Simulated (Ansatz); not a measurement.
# HfN: x(Ta) = 0.75, 8 atoms, Pmmm

The parent structure is HfN in the rock salt structure (space group Fm-3m, No. 225; a = 4.548 Å).

The other end (x = 1) is TaN in the rock salt structure (space group Fm-3m, No. 225): 10.77 Å³/atom, gap zero; this end may not be an ambient phase.

Now apply this change: a fraction x = 0.75 of the Hf sites is given to Ta, ordered in a cell of 8 atoms (starting symmetry Pmmm) and fully relaxed.

Calculations: PBE (Ansatz, an electronic-structure program, PAW, no spin-orbit coupling), earlier PAW set. Γ-centred 15×11×8 mesh, Fermi–Dirac width 0.05 eV, for the changed cell.

Volume per atom: 10.99 Å³ (base 11.76 Å³)
Density: 14.68 g/cm³ (base 13.59 g/cm³)
Shortest interatomic distance: 4.172 bohr (base 4.297 bohr)
Band gap: zero (base zero)
Mixing energy: 0.00 eV/atom (to 0.01 eV only: unlike meshes or grids)
Deviation of the volume from the linear (Vegard-type) interpolation: -0.2 %
Mean first-shell distances: Hf–N 2.233 Å (end compound 2.274 Å), Ta–N 2.220 Å (end compound 2.208 Å)

These are small ordered cells, not random alloys; other orderings at the same x differ. No phonon test of stability was made. The final runs are not spin-polarised. An odd electron count without spin: HfTa3N4 and HfN. This is not the structure that TaN has at room temperature and ambient pressure.
